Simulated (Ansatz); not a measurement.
The parent structure is CdTe in the wurtzite structure (space group P6_3mc, No. 186; a = 4.583 Å, c = 7.516 Å; a cell from a computed database, its experimental status unchecked).

Now apply this change: a hydrostatic pressure of 10 GPa.

Levels (all Ansatz, a quantum-chemistry and plane-wave program, PAW): PBEsol (420 eV, no SOC); PBEsol+SOC (420 eV, noncollinear with spin-orbit coupling).

The geometry is relaxed with PBEsol.

| Property | Result |
|---|---|
| PBEsol band gap | 1.16 eV |
| PBEsol width of the top valence band | 2.45 eV |
| PBEsol electron mass | 0.077 mₑ along c, 0.091 mₑ across (at Γ) |

Question: How does going to PBEsol+SOC change the band gap, width of the top valence band, electron mass and hole mass?

Answer: The band gap shrinks by 0.28 eV, from 1.16 eV to 0.88 eV; the width of the top valence band goes up by 0.15 eV, from 2.45 eV to 2.60 eV; the electron mass changes from 0.077 mₑ along c, 0.091 mₑ across (at Γ) to 0.070 mₑ along c, 0.083 mₑ across (at Γ); the hole mass is 0.89 mₑ along c, 0.11 mₑ across (at Γ).

Single points use the geometry relaxed with PBEsol. The spin-orbit shifts are approximate. With Te present, leaving out spin-orbit coupling can change the band edges. Load acts through the strain it causes; cell and atoms are relaxed under it. Masses are band curvatures over ±0.01 Å⁻¹ around the edge. Whether these cells are dynamically stable was not tested. Competing high-pressure phases were not computed. The base started in Cmc2_1 and relaxed to P6_3mc at this level. This is not the structure that CdTe has at room temperature and ambient pressure.
